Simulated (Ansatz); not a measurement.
Base system: SiC in the wurtzite structure (space group P6_3mc, No. 186; a = 3.076 Å, c = 5.048 Å).

Structures relaxed with PBEsol (Ansatz, a first-principles code), spin-orbit coupling left out.

Base:

Simulated powder pattern, Cu Kα1, λ = 1.54056 Å (kinematic, ideal powder, no thermal factors, no anomalous dispersion; the 10 strongest lines at most, above 2 %, up to 2θ = 90°):

```
2θ (°)  I/Imax (%)    hkl
------  ----------  -----
33.62           74  (100)
35.54           51  (002)
38.17          100  (101)
49.72           27  (102)
60.11           46  (110)
65.57           47  (103)
70.66          6.9  (200)
71.82           35  (112)
73.47           16  (201)
81.67          6.2  (202)
```

It is then changed as follows: every lattice vector is stretched by 0.60 %, atoms relaxed at fixed cell.

Task: Where do the lines fall after the change?

Result: 
Simulated powder pattern, Cu Kα1, λ = 1.54056 Å (kinematic, ideal powder, no thermal factors, no anomalous dispersion; the 10 strongest lines at most, above 2 %, up to 2θ = 90°):

```csv
2θ (°),d (Å),I/Imax (%),hkl
33.41,2.680,74,(100)
35.32,2.539,51,(002)
37.93,2.370,100,(101)
49.41,1.843,27,(102)
59.72,1.547,46,(110)
65.13,1.431,47,(103)
70.18,1.340,6.9,(200)
71.32,1.321,35,(112)
72.96,1.296,16,(201)
81.08,1.185,6.2,(202)
```

The indices refer to the base's conventional cell; one index is shown for lines that coincide.

The cells carry an imposed strain or load. No phonon test of stability was made.
